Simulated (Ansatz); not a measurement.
Base system: CuI in the zinc blende structure (space group F-43m, No. 216; a = 6.023 Å). Axes: x, y, z lie along the cube axes.

Computed with r2SCAN/PAW in Ansatz (an electronic-structure program), without spin-orbit coupling.

For the base:

- Band gap = 1.67 eV
- Valence-band top at Γ = 0.00, 0.00, 0.00 eV

Modification: strain tensor (xx, yy, zz, yz, xz, xy) = (−0.42, −1.94, −0.75, +0.57, −1.03, +1.57) %; the atoms relax in the strained cell.

**Question.** Predict the new band gap, valence-band top at Γ, largest internal atomic displacement, stress and energy relative to the base.

**Answer.** The band gap increases by 0.06 eV (1.67 eV → 1.73 eV); the valence-band top at Γ (three highest levels, from the VBM) goes from 0.00, 0.00, 0.00 eV to 0.00, -0.03, -0.05 eV; the largest internal atomic displacement amounts to 0.029 Å; the stress (xx, yy, zz, yz, xz, xy; compression positive) is (1.37, 1.64, 1.43, -0.26, 0.47, -0.73) GPa; the energy goes up by 7.0 meV/atom.

With I present, leaving out spin-orbit coupling can change the band edges. Stability against distortions was not tested. The final runs are not spin-polarised.
